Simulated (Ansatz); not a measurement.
The starting structures come from a database of crystals and need not be the phases stable at ambient conditions.

Inside the gap of an insulator the Bloch states are evanescent, with a wavenumber k + iκ along the transport direction.

Consider the following.

```
Ba2ZnF6
1.0
    4.20041     0.00000     0.00000
    0.00000    16.33883     0.00000
    2.10020     8.16942     2.10020
Ba Zn F
2 1 6
Direct
  0.00000   0.15181   0.00000
  0.00000   0.84819   0.00000
  0.00000   0.50000   0.00000
  0.00000   0.37936   0.00000
  0.00000   0.62064   0.00000
  0.50000   0.00000   0.00000
  0.50000   0.50000   0.00000
  0.50000   0.25000   0.00000
  0.50000   0.75000   0.00000
```

Space group of this cell: I4/mmm. The cell is taken as given; by PBEsol its mean pressure is -4.7 GPa.

Transport runs along the normal of the first two printed cell vectors, the (100) plane of the conventional cell.

The gap is the functional's own. No spin-orbit coupling. Mid-gap values are interpolated on the energy grid.

Question: Compute, with PBEsol (Ansatz, a program for electronic structure), the band gap and the smallest decay constant κ at mid-gap.

Answer: Gap 4.62 eV on a 14×14×14 mesh; κ = 0.452 1/Å, at the zone centre.
